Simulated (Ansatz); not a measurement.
Partial pair distribution functions of a relaxed model of amorphous In12Sn4Zn10O36, broadened by 0.06 Å; density 6.44 g/cm³. Method: PBE, scalar-relativistic without spin-orbit coupling (plane waves to 420 eV, PAW; Ansatz, a program for electronic structure).

A CHGNet melt-quench gave the starting glass, which DFT then relaxed. O atoms were pushed apart under 1.9 Å during the dynamics, to hinder bonds among them. The hot cell started wider than the set density and was brought back towards it in steps. It is the lowest in DFT energy of 2 quenches. It is a model cell: composition and starting density were chosen by hand, and all elements were melted together. No dispersion term was used. Its density started from a set value of 6.44 and ended at 6.44 g/cm³. The quench (nominally 880 K/ps over its main leg) was far faster than any real one, so the model tends to hold more defects than a real film. A cell of this size samples the disorder only roughly. The volume was held where the preparation left it and the shape relaxed, at a PBE pressure of 5.1 GPa. Stress components on the final sampling reach 5.2 GPa.

```tsv
r (Å)	g In-O	g Zn-O	g In-In	g Zn-Zn
1.65	0.00	0.00	0.00	0.00
1.75	0.00	0.22	0.00	0.00
1.85	0.01	2.16	0.00	0.00
1.95	0.59	7.14	0.00	0.00
2.05	4.85	5.95	0.00	0.00
2.15	8.04	1.94	0.00	0.00
2.25	3.86	0.23	0.00	0.00
2.35	1.41	0.27	0.00	0.00
2.45	0.66	0.43	0.00	0.00
2.55	0.19	0.51	0.00	0.07
2.65	0.14	0.30	0.00	0.93
2.75	0.14	0.38	0.00	1.19
2.85	0.38	0.33	0.00	1.26
2.95	0.23	0.34	0.04	2.51
3.05	0.03	0.67	0.97	3.53
3.15	0.22	0.70	2.37	2.29
3.25	0.50	0.68	2.49	2.87
3.35	0.63	0.51	2.92	2.44
3.45	0.89	0.57	2.16	1.82
3.55	0.55	0.72	1.73	1.89
3.65	0.96	0.84	3.59	0.90
3.75	1.15	0.94	2.97	0.74
3.85	0.88	1.07	1.18	1.15
3.95	0.82	1.39	1.16	1.34
4.05	0.96	1.28	1.06	0.62
4.15	1.02	1.40	0.79	0.17
4.25	1.18	1.57	0.69	0.47
4.35	1.26	1.19	0.80	0.18
4.45	1.13	1.12	0.49	0.67
4.55	1.04	1.33	0.07	1.42
```

Within 2.58 Å each In has 5.25 O neighbours on average.
